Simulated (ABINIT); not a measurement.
Band structure of SiC (P6_3mc, 4 atoms in the cell).

```yaml
crystal:
  lattice:
    - [3.02065, 0.00000, 0.00000]
    - [-1.51032, 2.61596, 0.00000]
    - [0.00000, 0.00000, 4.95847]
  atoms:
    - { symbol: Si, position: [0.33333, 0.66667, 0.49960] }
    - { symbol: Si, position: [0.66667, 0.33333, 0.99960] }
    - { symbol: C, position: [0.33333, 0.66667, 0.87540] }
    - { symbol: C, position: [0.66667, 0.33333, 0.37540] }
```

Level of theory: PBE, PAW (JTH v2.0 PBE PAW) (plane waves; ABINIT).

Settings: pseudos = [Si.GGA_PBE-JTH.xml, C.GGA_PBE-JTH.xml]; ecut = 42 Ry; pawecutdg = 84 Ry; ixc = 11; occopt = 1; ngkpt = 13 13 7; nshiftk = 1; shiftk = 0 0 0; potentials = JTH v2.0 PBE PAW; kptopt = 1; nstep = 100; tolvrs1 = 1e-10; diemac = 6.

The starting cell comes from a database of computed structures (which also holds hypothetical and non-ambient phases and stackings), without a prior relaxation at this level. Its lattice was rescaled by a random factor within 2.5 % of one.

These are the values that this program gave, and no reference: the one-centre exchange-correlation terms come from a truncated expansion.

Problem. Predict the gap along the standard path and the places of the band edges.

Solution. The gap along the path is 2.18 eV, from Γ to K; the smallest direct gap on it is 4.10 eV.

Levels in eV from the top of the valence band on the SCF mesh, bands 5 to 11:
```tsv
point	5	6	7	8	9	10	11
Γ	-1.36	-0.12	0.00	0.00	5.26	6.72	6.97
M	-5.65	-3.47	-3.46	-1.23	2.87	4.31	7.28
K	-6.33	-4.23	-4.23	-4.03	2.18	8.44	9.18
A	-0.73	-0.73	-0.73	-0.73	6.34	6.34	7.64
L	-2.54	-2.54	-2.41	-2.41	3.40	3.40	5.50
H	-5.94	-5.94	-1.79	-1.79	5.34	5.34	6.15
```
